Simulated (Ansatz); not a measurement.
Here is the system:

```
ZnO
1.0
    3.27991     0.00000     0.00000
   -1.63996     2.84049     0.00000
    0.00000     0.00000     5.29408
Zn O
2 2
Direct
  0.66667   0.33333   0.00214
  0.33333   0.66667   0.50214
  0.66667   0.33333   0.62306
  0.33333   0.66667   0.12306
```

No spin polarisation.

Hole doping at 1.0×10^21 cm⁻³ (0.0493 per cell), with a uniform compensating background at fixed cell and a 300 K Fermi–Dirac width.

Method: PBE (Ansatz, a first-principles code; PAW; 420 eV plane waves; spin-orbit coupling left out), earlier PAW set. Settings: 21×21×11 k-points, 0.0259 eV Fermi–Dirac smearing.

### Question
Predict the gap between the host's bands, Fermi level from band edge and gap character.

### Answer
Gap between the host's bands: 0.78 eV
Fermi level relative to the doped band's edge (positive inside the band; to 0.05 eV): +0.10 eV
Gap character: direct at Γ

Carriers are added with a uniform compensating background; total energy and stress of such cells depend on the potential's zero and are not compared; many-body gap narrowing is missing at this level. Whether these cells are dynamically stable was not tested. The cell was made from ZnO in the wurtzite structure (space group P6_3mc, No. 186) by this change: holes 1.0×10^21 cm⁻³.
